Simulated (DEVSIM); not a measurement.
System: Cr/SiON/p-InP capacitor, at 300 K.

```csv
layer (left to right),material,thickness (nm),Na (cm⁻³)
1,SiON,14.0,-
2,InP,410,4.6e17
```

Metal gate on the left, work function 4.5 eV. Fixed charge at the semiconductor interface 0 cm⁻² (in units of +e); no interface traps.

The device is made up for the run: typed textbook-type constants, with dimensions and the other settings drawn at random. Values at 300 K.

```tsv
parameter	SiON	InP
gap (eV)	7	1.344
affinity (eV)	1.4	4.38
permittivity	5.5	12.5
Nc (cm⁻³)	-	5.7e17
Nv (cm⁻³)	-	1.1e19
```

Simulated with DEVSIM: 1D Poisson equation in equilibrium, Boltzmann statistics, complete ionisation; no quantum confinement or tunnelling. Metal contacts follow the ideal Schottky-Mott rule: no Fermi-level pinning, no interface dipoles.

**Question.** Tabulate band edges, carrier densities and field at 1.0 V on the gate.

**Answer.** Energies count from the Fermi level of the right contact; mesh points crowd at the junctions.

```tsv
x (μm)	Ec (eV)	Ev (eV)	n (cm⁻³)	p (cm⁻³)	field (V/cm)
0.000	2.100	-4.900	< 1e2	< 1e2	820000
0.0009910	2.181	-4.819	< 1e2	< 1e2	820000
0.002684	2.320	-4.681	< 1e2	< 1e2	820000
0.005574	2.556	-4.444	< 1e2	< 1e2	820000
0.01034	2.946	-4.054	< 1e2	< 1e2	820000
0.01244	3.117	-3.883	< 1e2	< 1e2	820000
0.01367	3.218	-3.782	< 1e2	< 1e2	820000
0.01490	0.297	-1.047	5.9e12	< 1e2	350000
0.01676	0.361	-0.983	4.9e11	340	340000
0.02028	0.477	-0.867	5.5e9	30000	320000
0.02697	0.675	-0.669	2600000	6.3e7	270000
0.04566	1.070	-0.274	< 1e2	2.7e14	150000
0.07511	1.257	-0.087	< 1e2	3.7e17	8300
0.1310	1.262	-0.082	< 1e2	4.6e17	≈ 0
0.2730	1.262	-0.082	< 1e2	4.6e17	≈ 0
0.3449	1.262	-0.082	< 1e2	4.6e17	≈ 0
0.3829	1.262	-0.082	< 1e2	4.6e17	≈ 0
0.4029	1.262	-0.082	< 1e2	4.6e17	≈ 0
0.4156	1.262	-0.082	< 1e2	4.6e17	≈ 0
0.4201	1.262	-0.082	< 1e2	4.6e17	≈ 0
0.4225	1.262	-0.082	< 1e2	4.6e17	≈ 0
0.4240	1.262	-0.082	< 1e2	4.6e17	≈ 0
```
